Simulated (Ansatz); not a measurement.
# Ca₃SbN (Pm-3m, No. 221, 5 atoms in the cell; start mp-1013548)

All values below come from PBE0 (Ansatz, a first-principles code, PAW).

Run with plane-wave cutoff 460 eV, 6×6×6 k mesh, Fermi–Dirac smearing 0.01 eV, scalar-relativistic PAW data made under PBE.

Cell (relaxed with PBEsol):

```xyz
5
Lattice="4.8030 0.0000 0.0000 0.0000 4.8030 0.0000 0.0000 0.0000 4.8030" Properties=species:S:1:pos:R:3 pbc="T T T"
Ca     0.0000     2.4015     2.4015
Ca     2.4015     0.0000     2.4015
Ca     2.4015     2.4015     0.0000
Sb     0.0000     0.0000     0.0000
N      2.4015     2.4015     2.4015
```

For Ca₃SbN (Pm-3m, No. 221, 5 atoms in the cell; start mp-1013548), the band gap is 1.66 eV (on the SCF k mesh).

Note: cell and atoms aren't relaxed at this level (pressure 1.9 GPa).

Spin–orbit coupling is not included.

Computing time: roughly 6 core-minutes.

A start named mp-… is a Materials Project structure, which need not be a measured phase.
